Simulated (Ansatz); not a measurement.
```yaml
crystal:
  lattice:
    - [0.00000, 2.11038, 2.11038]
    - [2.11038, 0.00000, 2.11038]
    - [2.11038, 2.11038, 0.00000]
  atoms:
    - { symbol: Si, position: [0.00000, 0.00000, 0.00000] }
    - { symbol: C, position: [0.25000, 0.25000, 0.25000] }
```

No spin polarisation.

Computed with Ansatz (a first-principles code) LDA, scalar-relativistic without spin-orbit coupling. Settings: 13×13×13 k-points, 0.05 eV Fermi–Dirac smearing.

Question: Predict the band gap, smallest direct gap, electron mass and pressure.

Answer: The band gap comes out as 1.23 eV, the smallest direct gap is 4.61 eV and the electron mass is 0.66 mₑ along k, 0.22 mₑ across (at X). The pressure comes out as 20.17 GPa.

The cells carry an imposed strain or load. Effective masses come from finite differences of ±0.01 Å⁻¹. Along k means along the line from Γ to the band edge. Stability against distortions was not tested. The cell was made from SiC in the zinc blende structure (space group F-43m, No. 216) by this change: isotropic strain −2.50 %.
